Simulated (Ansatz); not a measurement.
## HgTe (P3₁21, No. 152, 6 atoms in the cell; start mp-358; a measured phase of this formula has another space group)

These are r²SCAN in Ansatz (PAW) values and carry that method's errors.

Settings: plane-wave cutoff 560 eV, 12×12×4 k mesh (along the axes of the cell as run), Fermi–Dirac smearing 0.01 eV, scalar-relativistic PAW data made under PBE.

Cell (relaxed at this level):

```yaml
crystal:
  lattice:
    - [4.67561, 0.00000, 0.00000]
    - [-2.33780, 4.04920, 0.00000]
    - [0.00000, 0.00000, 10.38350]
  atoms:
    - { symbol: Hg, position: [0.30898, 0.30898, 0.00000] }
    - { symbol: Hg, position: [0.69102, 0.00000, 0.33333] }
    - { symbol: Hg, position: [0.00000, 0.69102, 0.66667] }
    - { symbol: Te, position: [0.48891, 0.48891, 0.50000] }
    - { symbol: Te, position: [0.51109, 0.00000, 0.83333] }
    - { symbol: Te, position: [0.00000, 0.51109, 0.16667] }
```

For HgTe (P3₁21, No. 152, 6 atoms in the cell; start mp-358; a measured phase of this formula has another space group), the band gap is 0.96 eV (on the SCF k mesh) and the bulk modulus B0 comes out as 13.4 GPa.

Note: the relaxation could not lower the start's symmetry, so the cell can be a saddle point above a distorted one; the bulk modulus is −V dP/dV from two relaxed cells at ±2 % in volume.

Spin–orbit coupling is not included; with these elements it can move the gap by several tenths of an eV or more.

Computed values are for the static lattice.

It cost very roughly 13 core-minutes of CPU time.

A start named mp-… is a Materials Project structure, which need not be a measured phase.

Ansatz is a program for electronic structure.
